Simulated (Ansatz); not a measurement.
The starting structures come from a database of crystals and need not be the phases stable at ambient conditions.

By PBEsol, the system below comes out a metal.

Without scattering a metal conducts by its projected Fermi surface.

Given:

```xyz
2
Lattice="4.4121 0.0000 0.0000 0.0000 4.4121 0.0000 2.2061 -2.2061 3.1198" Properties=species:S:1:pos:R:3 pbc="T T T"
In     0.0000     0.0000     0.0000
Te     2.2061     2.2061     0.0000
```

Space group of this cell: Fm-3m, rock salt. The cell is taken as given; by PBEsol its mean pressure is -1.7 GPa.

The current flows along the normal of the first two printed cell vectors, the (001) plane of the conventional cell. No spin-orbit coupling; the value is a mean over 0.1 eV about the Fermi level.

Question: Estimate the ballistic conductance per area that PBEsol (Ansatz, a first-principles code) returns for this system.

Answer: 0.57 × 10¹⁵ S/m² for both spins.
